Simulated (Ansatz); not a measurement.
We consider TaW (model structure, Fm-3m, No. 225, 2 atoms in the cell), described by r²SCAN in Ansatz (plane waves, PAW).

Settings: plane-wave cutoff 560 eV, 18×18×18 k mesh, Fermi–Dirac smearing 0.05 eV, no spin polarisation, scalar-relativistic PAW data made under PBE.

Cell (relaxed at this level):

```yaml
crystal:
  lattice:
    - [0.00000, 2.67172, 2.67172]
    - [2.67172, 0.00000, 2.67172]
    - [2.67172, 2.67172, 0.00000]
  atoms:
    - { symbol: Ta, position: [0.00000, 0.00000, 0.00000] }
    - { symbol: W, position: [0.50000, 0.50000, 0.50000] }
```

**Question.** Give the computed bulk modulus B0.

**Answer.** 
bulk modulus B0: 189 GPa

Note: the run has no spin polarisation, so it can have missed a magnetic state; the bulk modulus is −V dP/dV from two relaxed cells at ±2 % in volume; the relaxation could raise the start's symmetry but not lower it, so the cell can be a saddle point.

Spin–orbit coupling is not included.

Static lattice: no zero-point or thermal effects.

A model structure was made by putting elements into a prototype or built by hand; it is no filed structure, need not be a known phase, and can be a saddle point held by its symmetry.

Ansatz is a first-principles code.
